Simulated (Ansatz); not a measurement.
Convergence study of shifted k-point meshes for TlGeCl3 (Cm, 5 atoms in the cell)

```
CELL_PARAMETERS angstrom
      3.77602    -3.72119     0.00000
      3.77602     3.72119     0.00000
     -0.10040     0.00000     5.29437
ATOMIC_POSITIONS crystal
  Tl 0.98922 0.98922 0.00042
  Ge 0.48050 0.48050 0.53254
  Cl 0.02002 0.49696 0.52311
  Cl 0.49696 0.02002 0.52311
  Cl 0.50313 0.50313 0.99439
```

Level of theory: LDA (PW92), default PAW files made with PBE (plane waves; Ansatz, a program for electronic structure).

Base settings: basis.ecutwfc = 420 eV; kpoints.mp_grid.grid = 5 5 5; hamiltonian.xc = lda; hamiltonian.pseudopotentials = {kind: paw} (the program's default PAW files); scf.occupations.method = fixed.

In this ladder: kpoints.mp_grid.shift = 0.5 0.5 0.5.

Shifted meshes do not hold Γ, so a gap read on them misses any band edge there.

Only quantities that move along the ladder and can be compared are tabulated.

The count of work is k-points × plane waves × bands × iterations; it is no time. Core times come from one kind of shared machine, to one figure; runs under 30 s give none.

The starting cell comes from a database of computed structures (which also holds hypothetical and non-ambient phases and stackings), without a prior relaxation at this level. Its lattice was rescaled by up to half a per cent. One atom was moved a little off its site on purpose. Spin-orbit coupling is off. Ansatz's pressure includes its estimate of the finite-basis (Pulay) stress.

```tsv
kpoints.mp_grid.grid	free energy less the last step's (meV/atom)	pressure (GPa)	largest difference of a force vector from the last step's (eV/Å)	gap on the mesh (eV)	count of work / last	core time / last (rough)
1 1 1	1102.72	4.08	3.637	0.947	0.0017	–
2 2 2	-98.59	-3.82	0.387	3.866	0.0041	–
3 3 3	25.15	-2.47	0.144	1.218	0.014	–
3 3 4	13.92	-2.68	0.141	1.660	0.016	–
4 4 4	-6.02	-3.01	0.044	2.646	0.027	–
5 5 5	1.95	-2.84	0.017	1.234	0.053	–
6 6 6	-0.62	-2.91	0.006	2.061	0.086	–
7 7 7	0.23	-2.88	0.003	1.236	0.14	0.08
8 8 8	-0.08	-2.90	0.001	1.743	0.20	0.2
9 9 9	0.03	-2.89	0.001	1.236	0.28	0.2
10 10 10	-0.01	-2.89	0.000	1.576	0.37	0.3
11 11 11	0.01	-2.89	0.000	1.236	0.50	0.4
12 12 12	0.00	-2.89	0.000	1.479	0.64	0.5
14 14 14	0.00	-2.89	0.000	1.417	1.0	1
```

Coarsest kpoints.mp_grid.grid that holds the forces within 0.005 eV/Å of the last step, with all finer ones: 7 7 7, at 0.14 of the last step's count of work and about 0.08 of the last step's time; the step before is off by 0.006 eV/Å.

Coarsest kpoints.mp_grid.grid that holds the free energy within 1 meV/atom of the last step, with all finer ones: 6 6 6, at 0.086 of the last step's count of work; the step before is off by 1.9 meV/atom.

The gap on the mesh jumps up and down from mesh to mesh; it is no smooth measure of convergence.

Keys are those of Ansatz 0.2.
